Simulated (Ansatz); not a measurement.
```
CELL_PARAMETERS angstrom
     -1.55568     1.55568     1.55568
      1.55568    -1.55568     1.55568
      1.55568     1.55568    -1.55568
ATOMIC_POSITIONS crystal
  Mo 0.00000 0.00000 0.00000
```

Computed with PBEsol, rigid bands (plane waves, PAW, scalar-relativistic; Ansatz, an electronic-structure program). Condition of this run: hydrostatic pressure 5 GPa (the target of the relaxation). Cell: cell and atoms relaxed with PBEsol, then loaded as said.

Predict the product ρ₀λ of resistivity and mean free path that follows from the Fermi surface's area.

5.8 ×10⁻¹⁶ Ω·m².

And the Drude plasma energy and the root-mean-square Fermi velocity at 300 K?

9.0 eV; 9.0e5 m/s.

A metal at this level (no band gap); rigid bands, thermally averaged at 300 K, both spins. Spin-orbit coupling is left out. τ is one relaxation time for all states; the product of resistivity and mean free path takes one path for all states instead.
